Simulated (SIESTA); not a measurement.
## Input and output of a self-consistent single point for AlV2C (P6_3/mmc, 8 atoms in the cell) (SIESTA)

Computed with SIESTA 5.4.2 with GGA PBE, numerical atomic orbitals DZP, PseudoDojo PBE standard norm-conserving potentials (rewritten from UPF to PSML).

The input file:

```
# files in the folder: Al.psml V.psml C.psml (PseudoDojo PBE standard)
SystemName  AlV2C
SystemLabel alv2c

NumberOfAtoms                8
NumberOfSpecies              3
%block ChemicalSpeciesLabel
  1 13 Al
  2 23 V
  3 6 C
%endblock ChemicalSpeciesLabel
LatticeConstant              1.0 Ang
%block LatticeVectors
     2.852371000    0.000000000    0.000000000
    -1.426186000    2.470226000    0.000000000
     0.000000000    0.000000000   12.944941000
%endblock LatticeVectors
AtomicCoordinatesFormat      Ang
%block AtomicCoordinatesAndAtomicSpecies
    -0.000001760    1.646818157    3.236235250  1
     1.426186760    0.823407843    9.708705750  1
    -0.000001760    1.646818157    7.590654504  2
     1.426186760    0.823407843    5.354286496  2
     1.426186760    0.823407843    1.118184004  2
    -0.000001760    1.646818157   11.826756996  2
     0.000000000    0.000000000    0.000000000  3
     0.000000000    0.000000000    6.472470500  3
%endblock AtomicCoordinatesAndAtomicSpecies

XC.functional                GGA
XC.authors                   PBE
PAO.BasisSize                DZP
PAO.EnergyShift              0.01 Ry
MeshCutoff                   400 Ry
%block kgrid.MonkhorstPack
   12   0   0  0.0
    0  12   0  0.0
    0   0   3  0.0
%endblock kgrid.MonkhorstPack
OccupationFunction           MP
OccupationMPOrder            0
ElectronicTemperature        0.136 eV

MaxSCFIterations             150
SCF.Mixer.Method             Pulay
SCF.Mixer.Weight             0.2
SCF.Mixer.History            6
SCF.DM.Tolerance             1.0E-05
Diag.ParallelOverK           true
WriteForces                  true
```

The program printed (abridged):

```
reinit: Reading from file input.fdf

reinit: System Name: AlV2C
reinit: System Label: alv2c

coor:   Atomic-coordinates input format  =     Cartesian coordinates
coor:                                          (in Angstroms)

siesta: Atomic coordinates (Bohr) and species
siesta:     -0.00000   3.11204   6.11560  1        1
siesta:      2.69510   1.55602  18.34679  1        2
siesta:     -0.00000   3.11204  14.34426  2        3
siesta:      2.69510   1.55602  10.11814  2        4
siesta:      2.69510   1.55602   2.11306  2        5
siesta:     -0.00000   3.11204  22.34933  2        6
siesta:      0.00000   0.00000   0.00000  3        7
siesta:      0.00000   0.00000  12.23120  3        8

siesta: System type = bulk

initatomlists: Number of atoms, orbitals, and projectors:      8   128   124

siesta: ******************** Simulation parameters ****************************
redata: Spin configuration                          = none
redata: Time-Reversal Symmetry                      = T
redata: Number of Atomic Species                    =        3
redata: Mesh Cutoff                                 =   400.0000 Ry
redata: Net charge of the system                    =     0.0000 |e|
redata: Min. number of SCF Iter                     =        0
redata: Max. number of SCF Iter                     =      150
redata: SCF convergence failure will abort job
redata: SCF mix quantity                            = Hamiltonian
redata: Mix DM or H after convergence               =   F
redata: Recompute H after scf cycle                 =   F
redata: Mix DM in first SCF step                    =   T
redata: No kicks to SCF
redata: DM Mixing Weight for Kicks                  =     0.5000
redata: Require Harris convergence for SCF          =   F
redata: Harris energy tolerance for SCF             =     0.000100 eV
redata: Require DM convergence for SCF              =   T
   [... lines left out ...]
diag: Used triangular part                          = Lower
diag: Absolute tolerance                            =  0.100E-15
diag: Orthogonalization factor                      =  0.100E-05
diag: Memory factor                                 =  1.0000

superc: Internal auxiliary supercell:     9 x     9 x     3  =     243
superc: Number of atoms, orbitals, and projectors:   1944  31104  30132

                        Single-point calculation

superc: Internal auxiliary supercell:     9 x     9 x     3  =     243
superc: Number of atoms, orbitals, and projectors:   1944  31104  30132

outcell: Unit cell vectors (Ang):
        2.852371    0.000000    0.000000
       -1.426186    2.470226    0.000000
        0.000000    0.000000   12.944941

outcell: Cell vector modules (Ang)   :    2.852371    2.852371   12.944941
outcell: Cell angles (23,13,12) (deg):     90.0000     90.0000    120.0000
outcell: Cell volume (Ang**3)        :     91.2101
new_DM -- step:     1
Initializing Density Matrix...

Attempting to read DM from file... Failed...
DM filled with atomic data:

InitMesh: MESH = 30 x 30 x 160 = 144000
InitMesh: Mesh cutoff (required, used) =   400.000   407.635 Ry

stepf: Methfessel-Paxton step function
       Using Hermite-Gauss polynomials of order  0
        iscf     Eharris(eV)        E_KS(eV)     FreeEng(eV)     dDmax    Ef(eV) dHmax(eV)
   scf:    1    -8349.565576    -8460.943693    -8460.970620  1.552395 -4.409888 12.422008
   scf:    2    -8499.752814    -8486.603249    -8486.644826  0.176284 -5.618020  2.992706
   scf:    3    -8488.540417    -8488.226373    -8488.270491  0.112735 -5.930386  0.660093
   scf:    4    -8488.334349    -8488.284951    -8488.329243  0.011765 -5.961070  0.305494
   scf:    5    -8488.363668    -8488.333998    -8488.378173  0.035049 -6.023628  0.078152
   scf:    6    -8488.331436    -8488.333803    -8488.378177  0.004821 -6.042634  0.069498
   [... 3 lines left out ...]
   scf:   10    -8488.334832    -8488.334832    -8488.379061  0.000119 -6.034616  0.000966
   scf:   11    -8488.334824    -8488.334828    -8488.379062  0.000181 -6.034677  0.000796
   scf:   12    -8488.334829    -8488.334828    -8488.379062  0.000046 -6.034651  0.001095
   scf:   13    -8488.334827    -8488.334828    -8488.379062  0.000051 -6.034695  0.000325
   scf:   14    -8488.334827    -8488.334828    -8488.379062  0.000006 -6.034702  0.000271
SCF Convergence by DM+H criterion
max |DM_out - DM_in|         :     0.0000060395
max |H_out - H_in|      (eV) :     0.0002705472
SCF cycle converged after 14 iterations

Using DM_out to compute the final energy and forces

siesta: E_KS(eV) =            -8488.3348

siesta: E_KS - E_eggbox =     -8488.3348

siesta: Atomic forces (eV/Ang):
     1    0.000074   -0.000042    0.000032
     2   -0.000074    0.000042    0.000014
     3    0.000022   -0.000015    0.245512
     4   -0.000022    0.000015   -0.245463
     5   -0.000022    0.000015    0.245542
     6    0.000022   -0.000015   -0.245499
     7    0.000000   -0.000000   -0.000087
     8   -0.000000    0.000000   -0.000051
   Tot    0.000000   -0.000000   -0.000000
   Max    0.245542
   Res    0.100227    sqrt( Sum f_i^2 / 3N )
   Max    0.245542    constrained

Stress tensor Voigt[x,y,z,yz,xz,xy] (kbar):      -92.44      -92.42      -79.94       -0.00        0.00        0.02
(Free)E + p*V (eV/cell)    -8483.3540
Target enthalpy (eV/cell)    -8488.3791

siesta: Program's energy decomposition (eV):
siesta: Ebs     =     -1973.942571
siesta: Eions   =     12991.482672
siesta: Ena     =      2149.320908
siesta: Ekin    =      3593.185583
siesta: Enl     =        77.591622
siesta: Eso     =         0.000000
siesta: Edftu   =         0.000000
siesta: DEna    =       107.189182
siesta: DUscf   =         3.586190
siesta: DUext   =         0.000000
siesta: Ex      =     -1330.198249
siesta: Ec      =       -97.527393
siesta: Exc     =     -1427.725642
siesta: Eharris =     -8488.334827
siesta: Etot    =     -8488.334828
siesta: FreeEng =     -8488.379062

siesta: Atomic forces (eV/Ang):
siesta:      1    0.000074   -0.000042    0.000032
siesta:      2   -0.000074    0.000042    0.000014
siesta:      3    0.000022   -0.000015    0.245512
siesta:      4   -0.000022    0.000015   -0.245463
siesta:      5   -0.000022    0.000015    0.245542
siesta:      6    0.000022   -0.000015   -0.245499
siesta:      7    0.000000   -0.000000   -0.000087
siesta:      8   -0.000000    0.000000   -0.000051
siesta: ----------------------------------------
siesta:    Tot    0.000000   -0.000000   -0.000000

siesta: Stress tensor (static) (eV/Ang**3):
siesta:    -0.057697    0.000011    0.000000
siesta:     0.000011   -0.057684   -0.000000
siesta:     0.000000   -0.000000   -0.049898

siesta: Cell volume =         91.210067 Ang**3

siesta: Pressure (static):
siesta:                Solid            Molecule  Units
siesta:           0.00060004          0.00068282  Ry/Bohr**3
siesta:           0.05509275          0.06269388  eV/Ang**3
siesta:          88.26832380        100.44667015  kBar
```

The run converged in 14 iterations.

The starting cell comes from a database of computed structures (which also holds hypothetical and non-ambient phases and stackings), without a prior relaxation at this level. Its lattice was rescaled by a random factor within 2.5 % of one. Spin polarisation is off. Values carry the incompleteness of an atom-centred basis. With a pressure of about 9 GPa the cell is away from its equilibrium volume at this level.

Cost on one core of a shared machine: roughly 4 min.
